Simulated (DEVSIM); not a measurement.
System: abrupt Si p-n junction, at 300 K.

```
layer (left to right)  material  thickness (μm)  Nd (cm⁻³)  Na (cm⁻³)  τn (s)  τp (s)
---------------------  --------  --------------  ---------  ---------  ------  ------
1                            Si           0.180          -     5.1e15  4.2e-5  4.2e-5
2                            Si           0.960     3.8e16          -  4.2e-5  4.2e-5
```

Left contact: ohmic. Right contact: ohmic. Voltage is applied to the left contact. Recombination: SRH at mid-gap, radiative, Auger. Mobility is constant in doping.

This is a model device: material constants are rounded textbook-type values typed into the input, and sizes, dopings and lifetimes were drawn at random. Values at 300 K.

```
parameter           Si
-------------  -------
gap (eV)         1.124
affinity (eV)     4.05
permittivity      11.7
Nc (cm⁻³)      2.86e19
Nv (cm⁻³)       3.1e19
μn (cm²/Vs)       1417
μp (cm²/Vs)        470
B (cm³/s)      4.7e-15
Cn (cm⁶/s)     2.8e-31
Cp (cm⁶/s)     9.9e-32
```

DEVSIM, 1D drift-diffusion, Boltzmann statistics, complete ionisation; no tunnelling, impact ionisation, image-force lowering or self-heating.

Question: Tabulate band edges, carrier densities and field at -2.0 V on the left contact.

Answer: Energies count from the Fermi level of the right contact; mesh points crowd at the junctions.

| x (μm) | Ec (eV) | Ev (eV) | n (cm⁻³) | p (cm⁻³) | field (V/cm) |
|---|---|---|---|---|---|
| 0.000 | 2.899 | 1.775 | 23000 | 5.1e15 | -91000 |
| 0.01281 | 2.782 | 1.658 | 23000 | 5.5e13 | -92000 |
| 0.02871 | 2.635 | 1.511 | 22000 | 1.9e11 | -93000 |
| 0.05259 | 2.410 | 1.286 | 22000 | 3.1e7 | -95000 |
| 0.09360 | 2.014 | 0.890 | 21000 | < 1e2 | -98000 |
| 0.1269 | 1.682 | 0.558 | 21000 | < 1e2 | -100000 |
| 0.1509 | 1.437 | 0.313 | 20000 | < 1e2 | -100000 |
| 0.1721 | 1.218 | 0.094 | 20000 | < 1e2 | -100000 |
| 0.1831 | 1.103 | -0.021 | 20000 | < 1e2 | -100000 |
| 0.1966 | 0.969 | -0.155 | 24000 | < 1e2 | -95000 |
| 0.2188 | 0.772 | -0.352 | 3100000 | < 1e2 | -82000 |
| 0.2650 | 0.455 | -0.669 | 6.6e11 | < 1e2 | -55000 |
| 0.3236 | 0.233 | -0.891 | 3.5e15 | < 1e2 | -21000 |
| 0.4134 | 0.172 | -0.952 | 3.6e16 | 230 | -610 |
| 0.5997 | 0.171 | -0.953 | 3.8e16 | 940 | ≈ 0 |
| 0.7800 | 0.171 | -0.953 | 3.8e16 | 1600 | ≈ 0 |
| 0.9038 | 0.171 | -0.953 | 3.8e16 | 2100 | ≈ 0 |
| 0.9945 | 0.171 | -0.953 | 3.8e16 | 2500 | ≈ 0 |
| 1.066 | 0.171 | -0.953 | 3.8e16 | 2800 | ≈ 0 |
| 1.101 | 0.171 | -0.953 | 3.8e16 | 2900 | ≈ 0 |
| 1.123 | 0.171 | -0.953 | 3.8e16 | 3000 | ≈ 0 |
| 1.140 | 0.171 | -0.953 | 3.8e16 | 3100 | ≈ 0 |
